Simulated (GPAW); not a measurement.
## Worked example: self-consistent single point of Lu (P6_3/mmc, 4 atoms in the cell) in GPAW

Method: PBE, GPAW PAW datasets PBE (gpaw-data 1.0.1) (plane waves; GPAW 25.7.0).

This input was run:

```python
from ase import Atoms
from ase.units import GPa
from gpaw import GPAW, PW

atoms = Atoms(['Lu', 'Lu', 'Lu', 'Lu'],
              cell=[[3.424533, 0.000000, 0.000000],
                    [-1.712267, 2.965732, 0.000000],
                    [0.000000, 0.000000, 11.018457]],
              scaled_positions=[[0.000000, 0.000000, 0.000000],
                                [0.000000, 0.000000, 0.500000],
                                [0.333333, 0.666667, 0.250000],
                                [0.666667, 0.333333, 0.750000]],
              pbc=True)

calc = GPAW(mode=PW(800),
            xc='PBE',
            kpts={'size': (8, 8, 2), 'gamma': True},
            occupations={'name': 'methfessel-paxton', 'width': 0.1, 'order': 0},
            nbands=-12,
            convergence={'forces': 0.001},
            symmetry={'symmorphic': False, 'tolerance': 0.0005},
            maxiter=150)

atoms.calc = calc

energy = atoms.get_potential_energy()
print('Energy (eV):', round(energy, 6))
forces = atoms.get_forces()
print('Forces (eV/Ang):')
print(forces.round(5))
stress = atoms.get_stress()
print('Stress (GPa, Voigt):', (stress / GPa).round(4))
```

Output (repeated stretches shortened):

```
Input parameters:
  convergence: {forces: 0.001}
  kpts: {gamma: True,
         size: (8, 8, 2)}
  maxiter: 150
  mode: {ecut: 800.0,
         name: pw}
  nbands: -12
  occupations: {name: methfessel-paxton,
                order: 0,
                width: 0.1}
  symmetry: {symmorphic: False,
             tolerance: 0.0005}
  xc: PBE

species:
  Lu:
    name: Lutetium
    Z: 71.0
    valence: 25
    core: 46
    charge: 0.0
    file: Lu.PBE.gz

    # Using partial waves for Lu as LCAO basis

Reference energy: -1585148.940591  # eV

Spin-paired calculation

Convergence criteria:
 Maximum [total energy] change in last 3 cyles: 0.0005 eV / valence electron
 Maximum integral of absolute [dens]ity change: 0.0001 electrons / valence electron
 Maximum integral of absolute [eigenst]ate change: 4e-08 eV^2 / valence electron
 Maximum change in the atomic [forces] across last 2 cycles: 0.001 eV/Ang OR
Maximum error relative to the maximum force is below inf
 Maximum number of scf [iter]ations: 150

Symmetries present (total): 24
Symmetries with fractional translations: 12
128 k-points: 8 x 8 x 2 Monkhorst-Pack grid + [1/16,1/16,1/4]
20 k-points in the irreducible part of the Brillouin zone
       k-points in crystal coordinates                weights
   0:     0.00000000    0.00000000    0.00000000          1/128
   1:     0.00000000    0.00000000    0.50000000          1/128
   2:     0.12500000    0.00000000    0.00000000          6/128
   [... 7 lines left out ...]
          ...
  19:     0.50000000    0.50000000    0.50000000          3/128

Wave functions: Plane wave expansion
  Cutoff energy: 800.000 eV
  Number of coefficients (min, max): 5721, 5778
  Pulay-stress correction: 0.000000 eV/Ang^3 (de/decut=0.000000)

Occupation numbers: Methfessel-Paxton:
  width: 0.1000  # eV
  order: 0

Eigensolver

Densities:
  Coarse grid: 24*24*72 grid
  Fine grid: 48*48*144 grid
  Total Charge: 0.000000

Density mixing:
  Method: separate
  Backend: pulay
  Linear mixing parameter: 0.05
  old densities: 5
  Damping of long wavelength oscillations: 50

Hamiltonian:
  XC and Coulomb potentials evaluated on a 48*48*144 grid
  External potential:
    NoExternalPotential

XC parameters: PBE with 2 nearest neighbor stencil

Number of atoms: 4
Number of atomic orbitals: 80
Number of bands in calculation: 62
Number of valence electrons: 100
Bands to converge: occupied

Density initialized from atomic densities
  62 bands from LCAO basis set

Atomic positions and initial magnetic moments

Positions:
   0 Lu     0.000000    0.000000    0.000000    ( 0.0000,  0.0000,  0.0000)
   1 Lu     0.000000    0.000000    5.509228    ( 0.0000,  0.0000,  0.0000)
   2 Lu    -0.000002    1.977156    2.754614    ( 0.0000,  0.0000,  0.0000)
   3 Lu     1.712268    0.988576    8.263843    ( 0.0000,  0.0000,  0.0000)

Unit cell:
           periodic     x           y           z      points  spacing
  1. axis:    yes    3.424533    0.000000    0.000000    24     0.1236
  2. axis:    yes   -1.712267    2.965732    0.000000    24     0.1236
  3. axis:    yes    0.000000    0.000000   11.018457    72     0.1530

  Lengths:   3.424533   3.424533  11.018457
  Angles:   90.000000  90.000000 120.000012

Effective grid spacing dv^(1/3) = 0.1392

     iter     time        total  log10-change:
                         energy   eigst   dens  force
iter:   1 --:--:--   -16.675618
iter:   2 --:--:--   -16.560479   -2.01  -1.77
iter:   3 --:--:--   -16.653302   -0.88  -1.80
iter:   4 --:--:--   -16.704662   -2.32  -2.12
iter:   5 --:--:--   -16.698435   -3.24  -2.08
iter:   6 --:--:--   -16.126363   -1.54  -2.09
iter:   7 --:--:--   -16.136638   -3.34  -2.91
iter:   8 --:--:--   -16.127918c  -3.30  -2.86
iter:   9 --:--:--   -16.132982c  -3.01  -3.04
iter:  10 --:--:--   -16.131013c  -4.68  -3.12
iter:  11 --:--:--   -16.127784c  -4.26  -3.17
iter:  12 --:--:--   -16.126559c  -3.89  -3.42
iter:  13 --:--:--   -16.126508c  -5.30  -3.93
iter:  14 --:--:--   -16.126491c  -6.07  -4.18c
iter:  15 --:--:--   -16.126501c  -6.05  -4.31c
iter:  16 --:--:--   -16.126498c  -7.21  -4.30c
iter:  17 --:--:--   -16.126495c  -7.07  -4.32c
iter:  18 --:--:--   -16.126492c  -7.57c -4.36c
iter:  19 --:--:--   -16.126485c  -6.52  -4.45c
iter:  20 --:--:--   -16.126485c  -7.90c -4.72c -16.52c

Converged after 20 iterations.

Dipole moment: (0.000000, -0.000000, 0.000000) |e|*Ang

Energy contributions relative to reference atoms: (reference = -1585148.940591)

Kinetic:         -6.238811
Potential:      +10.767519
External:        +0.000000
XC:             -20.271596
Entropy (-ST):   -0.031636
Local:           -0.367779
SIC:             +0.000000
--------------------------
Free energy:    -16.142304
Extrapolated:   -16.126485

Showing only first 2 kpts
 Kpt  Band  Eigenvalues  Occupancy
  0    48      9.21488    0.00000
  0    49      9.71432    0.00000
  0    50      9.77823    0.00000
  0    51     10.76929    0.00000

  1    48      9.21320    0.00000
  1    49      9.21320    0.00000
  1    50     10.64872    0.00000
  1    51     10.64872    0.00000

Fermi level: 8.68537

No gap
No difference between direct/indirect transitions
Energy (eV): -16.126485

Forces in eV/Ang:
  0 Lu    0.00000    0.00000    0.00000
  1 Lu   -0.00000    0.00000    0.00000
  2 Lu    0.00000    0.00000   -0.00000
  3 Lu   -0.00000   -0.00000   -0.00000

Stress tensor:
    -0.008843    -0.000000     0.000000
    -0.000000    -0.008843    -0.000000
     0.000000    -0.000000    -0.009504
Stress (GPa, Voigt): [-1.4169 -1.4169 -1.5228 -0.      0.     -0.    ]
```

The run converged in 20 iterations. GPAW prints stress with tension positive.

The starting cell was generated: these elements placed on a structure prototype, without a prior relaxation; it need not be a known phase or ordering of this composition. Its lattice was rescaled by a random factor within 2.5 % of one. Spin-orbit coupling is off.

Cost on one core of a shared machine: roughly 5 min.
